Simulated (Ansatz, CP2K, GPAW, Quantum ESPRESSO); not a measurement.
**One structure in several programs: Ag3As (P1, 8 atoms in the cell)**

Self-consistent single point, at a second geometry (atoms moved at random). First geometry:

```
Ag3As
1.0
    5.94004     0.00000     0.00000
   -2.97002     5.14423     0.00000
    0.00000     0.00000     4.80041
Ag As
6 2
Direct
  0.33321   0.16661   0.75000
  0.66679   0.83339   0.25000
  0.16661   0.33321   0.25000
  0.83339   0.66679   0.75000
  0.83339   0.16661   0.75000
  0.16661   0.83339   0.25000
  0.66667   0.33333   0.25000
  0.33333   0.66667   0.75000
```

Second geometry:
```xyz
8
Lattice="5.9400 0.0000 0.0000 -2.9700 5.1442 0.0000 0.0000 0.0000 4.8004" Properties=species:S:1:pos:R:3 pbc="T T T"
Ag     1.5213     0.8483     3.6377
Ag     1.4896     4.2519     1.1902
Ag    -0.0429     1.7458     1.1739
Ag     2.9513     3.3699     3.6852
Ag     4.4805     0.8089     3.5925
Ag    -1.4347     4.3580     1.1692
As     2.9177     1.7796     1.2013
As    -0.0029     3.4145     3.5517
```

Shared settings, as Ansatz (a first-principles code) writes them: kpoints.mp_grid.grid = 4 4 4; scf.occupations.method = fermi_dirac; scf.occupations.width = 0.1 eV. Potentials and cutoffs stand in the table.

```json
[
 {"code": "Ansatz", "model": "LDA (PW92), PAW files made with PBE", "ΔF from the first geometry (meV/atom)": "5.2", "pressure (GPa)": "-9.81", "largest force (eV/Å)": "0.323", "cutoff": "default"},
 {"code": "GPAW", "model": "LDA (Perdew-Wang 92), GPAW PAW datasets LDA (gpaw-data 1.0.1)", "ΔF from the first geometry (meV/atom)": "5.2", "pressure (GPa)": "-9.63", "largest force (eV/Å)": "0.324", "cutoff": "600 eV"},
 {"code": "Quantum ESPRESSO", "model": "LDA (PZ), GBRV 1.5 ultrasoft (LDA) pseudopotentials", "ΔF from the first geometry (meV/atom)": "5.4", "pressure (GPa)": "-10.86", "largest force (eV/Å)": "0.335", "cutoff": "40 Ry"},
 {"code": "CP2K", "model": "LDA (Pade form), GPW, DZVP-MOLOPT-SR-GTH basis, GTH-PADE potentials (GTH_POTENTIALS)", "ΔF from the first geometry (meV/atom)": "5.7", "pressure (GPa)": "-8.53", "largest force (eV/Å)": "0.354", "cutoff": "grid 500 Ry"}
]
```

Size of the force on each atom (eV/Å): Sizes of forces hide their directions.

```json
[
 {"code": "Ansatz", "Ag1": "0.249", "Ag2": "0.242", "Ag3": "0.210", "Ag4": "0.323", "Ag5": "0.090", "Ag6": "0.246", "As7": "0.144", "As8": "0.091"},
 {"code": "GPAW", "Ag1": "0.251", "Ag2": "0.245", "Ag3": "0.213", "Ag4": "0.324", "Ag5": "0.094", "Ag6": "0.246", "As7": "0.147", "As8": "0.092"},
 {"code": "Quantum ESPRESSO", "Ag1": "0.257", "Ag2": "0.249", "Ag3": "0.216", "Ag4": "0.335", "Ag5": "0.092", "Ag6": "0.253", "As7": "0.154", "As8": "0.090"},
 {"code": "CP2K", "Ag1": "0.264", "Ag2": "0.254", "Ag3": "0.214", "Ag4": "0.354", "Ag5": "0.078", "Ag6": "0.267", "As7": "0.167", "As8": "0.088"}
]
```

No clean gap comes from Ansatz, GPAW, Quantum ESPRESSO and CP2K: levels at the Fermi energy touch, overlap or are partly filled at this smearing.

The spread over the programs that give each value: ΔF from the first geometry within 0.5 meV/atom; pressure within 2.33 GPa; largest force within 0.031 eV/Å.

CP2K uses small atom-centred bases, whose incompleteness enters pressures, forces and empty levels differently from a plane-wave cutoff. Ansatz's pressure is given at a fixed set of plane waves, as the other plane-wave codes print theirs; with its correction for the finite basis it is -9.77 GPa. The same LDA comes in different parametrisations, which differ slightly. In the pressure, Quantum ESPRESSO (by 1.05) and CP2K (by 1.28) lie more than 1 GPa from the median of the plane-wave programs.

The starting cell comes from a database of computed structures (which also holds hypothetical and non-ambient phases and stackings), without a prior relaxation at this level. For this run, on top of that: atoms moved at random.

Keys are those of Ansatz 0.2.
